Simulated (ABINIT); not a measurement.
ABINIT run on Os (P6_3/mmc, 4 atoms in the cell): self-consistent single point.

Level of theory: LDA (PW92), norm-conserving pseudopotentials (PseudoDojo nc-sr-04 LDA standard) (plane waves; ABINIT).

```xyz
4
Lattice="2.7546 0.0000 0.0000 -1.3773 2.3855 0.0000 0.0000 0.0000 8.8629" Properties=species:S:1:pos:R:3 pbc="T T T"
Os     0.0000     0.0000     0.0000
Os     0.0000     0.0000     4.4315
Os     0.0000     1.5904     2.2157
Os     1.3773     0.7952     6.6472
```

Reference input (self-consistent single point, DFT, PBE, plane waves, norm-conserving pseudopotentials (PseudoDojo nc-sr-05 PBE standard)): pseudos = [Os.upf]; ecut = 37 Ha; occopt = 7; tsmear = 0.00367493 Ha; ngkpt = 9 9 3; nshiftk = 1; shiftk = 0 0 0; potentials = PseudoDojo nc-sr-05 PBE standard; nband = 41; kptopt = 1; nstep = 60; tolvrs = 1e-12. This run's input differs from it in these lines:

```diff
@@ -1,2 +1,2 @@
-# Os, PseudoDojo nc-sr-05 PBE standard
+# Os, PseudoDojo nc-sr-04 LDA standard
 pp_dirpath "./"
```

Its files differ too (potentials: PseudoDojo nc-sr-05 PBE standard → PseudoDojo nc-sr-04 LDA standard).

The program printed (abridged):

```
--- !BeginCycle
solver: {iscf: 7, nstep: 60, nline: 4, wfoptalg: 0, }
tolerances: {tolvrs: 1.00E-12, }
...

     iter   Etot(hartree)      deltaE(h)  residm     vres2
 ETOT  1  -404.87504159830    -4.049E+02 1.764E-01 1.009E+02
 ETOT  2  -405.07098569276    -1.959E-01 1.954E-02 4.165E+01
 ETOT  3  -405.07484497976    -3.859E-03 2.570E-03 4.788E+01
 ETOT  4  -405.08035776043    -5.513E-03 2.720E-03 1.163E-01
 ETOT  5  -405.08037246794    -1.471E-05 1.922E-03 2.804E-02
 ETOT  6  -405.08037603140    -3.563E-06 3.659E-03 7.068E-06
 ETOT  7  -405.08037603254    -1.134E-09 3.976E-04 5.637E-07
 ETOT  8  -405.08037603260    -6.253E-11 4.844E-04 1.057E-09
 ETOT  9  -405.08037603261    -6.537E-12 3.839E-05 3.478E-11
 ETOT 10  -405.08037603260     2.501E-12 4.435E-05 7.769E-13
 At SCF step   10       vres2   =  7.77E-13 < tolvrs=  1.00E-12 =>converged.

 Cartesian components of stress tensor (hartree/bohr^3)
  sigma(1 1)=  7.68157750E-04  sigma(3 2)=  0.00000000E+00
  sigma(2 2)=  7.68157748E-04  sigma(3 1)=  0.00000000E+00
  sigma(3 3)=  8.13864927E-04  sigma(2 1)= -1.82999732E-12

 ----iterations are completed or convergence reached----

 reduced coordinates (array xred) for    4 atoms
       0.000000000000      0.000000000000     -0.000000000000
       0.000000000000      0.000000000000      0.500000000000
       0.333333333333      0.666666666667      0.250000000000
       0.666666666667      0.333333333333      0.750000000000
 cartesian forces (eV/Angstrom) at end:
    1     -0.00000000000000    -0.00000000000000    -0.00000000000000
   [... lines left out ...]
 Fermi (or HOMO) energy (hartree) =   0.63977   Average Vxc (hartree)=  -0.55716
   [... lines left out ...]
total_energy        : -4.05080376032604E+02
total_energy_eV     : -1.10227976063763E+04
band_energy         : -2.95508627743942E+01
...

-Cartesian components of stress tensor (GPa)         [Pressure= -2.3048E+01 GPa]
- sigma(1 1)=  2.25999775E+01  sigma(3 2)=  0.00000000E+00
- sigma(2 2)=  2.25999774E+01  sigma(3 1)=  0.00000000E+00
- sigma(3 3)=  2.39447288E+01  sigma(2 1)= -5.38403710E-08

 Calculation completed.
```

The run converged in 10 iterations. Against the reference run the pressure goes from -6.58 to -23.05 GPa.

The starting cell was generated: these elements placed on a structure prototype, without a prior relaxation; it need not be a known phase or ordering of this composition. Its lattice was rescaled by a random factor within 2.5 % of one. Spin polarisation is off. With a pressure of about -23 GPa the cell is away from its equilibrium volume at this level.

Cost on one core of a shared machine: roughly 2 min.
